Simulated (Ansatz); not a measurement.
**LaNi (Cmcm, No. 63; cell taken from a computed entry)**

Level of theory: r²SCAN in Ansatz (plane waves, PAW).

Settings: plane-wave cutoff 500 eV, 16×16×12 k mesh (along the axes of the cell as run), Fermi–Dirac smearing 0.1 eV, no spin polarisation, scalar-relativistic PAW data made under PBE.

Cell (relaxed at this level):

```yaml
crystal:
  lattice:
    - [1.90796, -5.54878, 0.00000]
    - [1.90796, 5.54878, 0.00000]
    - [0.00000, 0.00000, 4.30124]
  atoms:
    - { symbol: La, position: [0.86733, 0.13267, 0.75000] }
    - { symbol: La, position: [0.13267, 0.86733, 0.25000] }
    - { symbol: Ni, position: [0.57245, 0.42755, 0.75000] }
    - { symbol: Ni, position: [0.42755, 0.57245, 0.25000] }
```

For LaNi (Cmcm, No. 63; cell taken from a computed entry), the band gap is none.

Note: the relaxation could not lower the start's symmetry, so the cell can be a saddle point above a distorted one.

Spin–orbit coupling is not included.

The computed numbers hold no vibrational or temperature effects.

Ansatz is a program for electronic structure.
